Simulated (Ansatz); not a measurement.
The starting structures come from a database of crystals and need not be the phases stable at ambient conditions.

Tunnelling through a barrier is set by its complex band structure: the current falls as exp(−2κd) with the smallest κ.

Consider the following.

```
CELL_PARAMETERS angstrom
      8.34071     0.00000     0.00000
     -4.17035     7.22326     0.00000
      4.17035     2.40775     6.81016
ATOMIC_POSITIONS crystal
  Cs 0.50000 0.75000 0.75000
  Cs 0.50000 0.25000 0.25000
  Hf 0.00000 0.00000 0.00000
  I  0.00000 0.75891 0.75891
  I  0.00000 0.24109 0.24109
  I  0.00000 0.75891 0.24109
  I  0.00000 0.24109 0.75891
  I  0.48218 0.24109 0.75891
  I  0.51782 0.75891 0.24109
```

Space group of this cell: Fm-3m. The cell is taken as given; by PBEsol its mean pressure is -0.7 GPa.

Transport runs along the normal of the first two printed cell vectors, the (111) plane of the conventional cell.

The gap is the functional's own, uncorrected, and κ follows it; spin-orbit coupling is left out. Mid-gap values are interpolated between the computed energies.

Task: Compute, with Ansatz (a program for electronic structure) with PBEsol, the band gap and the smallest decay constant κ at mid-gap.

Result: Gap 2.12 eV on a 6×6×6 mesh; κ = 0.231 1/Å, at the zone centre.
